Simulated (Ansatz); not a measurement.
# BP: response to strain

The parent structure is BP in the zinc blende structure (space group F-43m, No. 216; a = 4.4905 Å).

Strains are applied to the cell and any free atomic positions relax.

All numbers come from LDA/PAW in Ansatz (a first-principles code), without spin-orbit coupling.

Candidates:
(a) isotropic strain +1.00 %
(b) isotropic strain +3.00 %
(c) isotropic strain +0.50 %
(d) isotropic strain +2.50 %
(e) isotropic strain −2.50 %

Notes on the quantities. energy relative to the base: free energy F.

### Question
Order them by energy relative to the base, highest first.

### Answer
(b) isotropic strain +3.00 % (+46 meV/atom), (e) isotropic strain −2.50 % (+37 meV/atom), (d) isotropic strain +2.50 % (+33 meV/atom), (a) isotropic strain +1.00 % (+5.4 meV/atom), (c) isotropic strain +0.50 % (+1.4 meV/atom)

Stability against distortions was not tested.
